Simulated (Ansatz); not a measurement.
## O on the As site (broken-bond start) (zinc-blende BAs host)

Computed with PBE, PAW (plane waves to 420 eV; Ansatz, a quantum-chemistry and plane-wave program). A 2×2×2 supercell of 64 sites was used; the energies come from a 2×2×2 shifted sampling of its zone. Sites at the start: the As site; started 0.95 Å off site, one bond broken. Charged cells carry a point-charge image correction with potential alignment at far atoms. Dielectric constants: PBE linear response of the host. Host gap at this level: 1.20 eV. Finite-size and sampling errors can reach tenths of an eV here. The semilocal functional narrows the gap, so deep levels can fall outside it. Spin–orbit coupling is left out. Each state is the lowest found from its start.

```json
[
 {"charge": "+1", "moment (μB)": "not spin-polarised", "largest move off a lattice site (Å)": "0.45", "image correction with alignment (eV)": "-0.09", "above the lowest spin state (eV)": "0.00"},
 {"charge": "+1", "moment (μB)": "0.0", "largest move off a lattice site (Å)": "0.45", "image correction with alignment (eV)": "-0.09", "above the lowest spin state (eV)": "0.00"},
 {"charge": "0", "moment (μB)": "1.0", "largest move off a lattice site (Å)": "0.51", "image correction with alignment (eV)": "0.00", "above the lowest spin state (eV)": "0.00"},
 {"charge": "−1†", "moment (μB)": "not spin-polarised", "largest move off a lattice site (Å)": "0.56", "image correction with alignment (eV)": "0.43", "above the lowest spin state (eV)": "0.00"}
]
```

† Not settled in this cell, so no level is given: charge −1: level within 0.1 eV of a band edge or past it.

Starting moments that weren't kept: charge +1 began with 2 μB and ended with 0.0.

No other site or start that was run ended lower by more than 0.1 eV.

Transition levels above the valence-band maximum: ε(+1/0) = 0.21 eV. On the lower envelope of the bound states, inside the gap: (+1/0) at 0.21 eV.

Flagged in the runs: a strain field that reaches the edge of the cell.
